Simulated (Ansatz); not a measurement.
Consider SrTiO$_{3}$ in the cubic perovskite structure (space group Pm-3m, No. 221; a = 3.854 Å). Axes: x, y, z lie along the cube axes.

Structures relaxed with LDA (Ansatz, a first-principles code), spin-orbit coupling left out.

Base:

Simulated powder pattern, Mo Kα, λ = 0.71073 Å (kinematic, ideal powder, no thermal factors, no anomalous dispersion; the 10 strongest lines at most, above 2 %, up to 2θ = 40°):

```csv
2θ (°),I/Imax (%),hkl
10.58,3.7,(100)
14.98,100,(110)
18.38,22,(111)
21.25,44,(200)
23.80,3.3,(210)
26.11,43,(211)
30.23,27,(220)
33.90,19,(310)
35.61,7.4,(311)
37.25,8.7,(222)
```

Modification: biaxial strain −2.40 %, plane normal [001], relaxed out of plane (Cartesian); in-plane vectors clamped, the third vector and the atoms free.

After the change:

Simulated powder pattern, Mo Kα, λ = 0.71073 Å (kinematic, ideal powder, no thermal factors, no anomalous dispersion; the 10 strongest lines at most, above 2 %, up to 2θ = 40°):

```json
[
 {"2θ (°)": "15.06", "I/Imax (%)": "100", "hkl": "(101)"},
 {"2θ (°)": "15.36", "I/Imax (%)": "48", "hkl": "(110)"},
 {"2θ (°)": "18.60", "I/Imax (%)": "32", "hkl": "(111)"},
 {"2θ (°)": "20.94", "I/Imax (%)": "24", "hkl": "(002)"},
 {"2θ (°)": "21.78", "I/Imax (%)": "42", "hkl": "(200)"},
 {"2θ (°)": "26.07", "I/Imax (%)": "22", "hkl": "(112)"},
 {"2θ (°)": "26.59", "I/Imax (%)": "41", "hkl": "(211)"},
 {"2θ (°)": "30.39", "I/Imax (%)": "27", "hkl": "(202)"},
 {"2θ (°)": "31.00", "I/Imax (%)": "13", "hkl": "(220)"},
 {"2θ (°)": "37.70", "I/Imax (%)": "13", "hkl": "(222)"}
]
```

The indices refer to the base's conventional cell; one index is shown for lines that coincide. The space group is now P4/mmm (No. 123).

Stability against distortions was not tested. All final runs are without spin polarisation. Many cubic perovskites are stable only at high temperature; tilts and polar distortions were not tested.
